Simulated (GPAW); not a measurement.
Troubleshooting GPAW: a failed run on In₂O₃ (R-3c, 10 atoms in the cell). The aim is a self-consistent single point with DFT LDA (Perdew-Wang 92), plane waves, GPAW PAW datasets LDA (gpaw-data 1.0.1).

Cell that was meant: a = 5.7818 Å, b = 5.7818 Å, c = 5.7818 Å, α = 56.65°, β = 56.65°, γ = 56.65°.

Part of the input:

```python
            xc='LDA',
            kpts=(3, 3, 3),
            occupations={'name': 'methfessel-paxton', 'width': 0.2, 'order': 0},
            nbands=43,
            convergence={'density': 1e-05, 'energy': 1e-05},
            symmetry={'symmorphic': False, 'tolerance': 0.0005},
            maxiter=100,
```

The program printed (abridged):

```
Input parameters:
  convergence: {density: 1e-05,
                energy: 1e-05}
  kpts: [3 3 3]
  maxiter: 100
  mode: {ecut: 950,
         name: pw}
  nbands: 43
  occupations: {name: methfessel-paxton,
                order: 0,
                width: 0.2}
  symmetry: {symmorphic: False,
             tolerance: 0.0005}

species:
  In:
    name: Indium
    Z: 49.0
    valence: 13
    core: 36
    charge: 0.0
    file: In.LDA.gz

    # Using partial waves for In as LCAO basis

  O:
    name: Oxygen
    Z: 8.0
    valence: 6
    core: 2
    charge: 0.0
    file: O.LDA.gz

    # Using partial waves for O as LCAO basis

Reference energy: -651504.610097  # eV

Spin-paired calculation

Traceback (most recent call last):
   [... frames left out ...]
ValueError: Too few bands!  Electrons: 88.000000, bands: 43
```

From the messages shown, name the fault and mend the input.

The fault is too few bands; here the program stops on it instead of giving results. To fix it, raise the band count or leave it to the default. The program stopped before any SCF iteration.

The sound input it was made from differs as follows (other fixes are possible):
```diff
-            nbands=43,
+            nbands=-16,
```

With that input, the run converged in 20 iterations: free energy E − TS (from the program's reference atoms) -66.0884 eV; largest force (vector length) 0.157 eV/Å (DFT LDA (Perdew-Wang 92), plane waves, GPAW PAW datasets LDA (gpaw-data 1.0.1)).

On the sound input: the starting cell comes from a database of published, mostly measured structures (it also holds non-ambient and calculated ones), without a prior relaxation at this level.
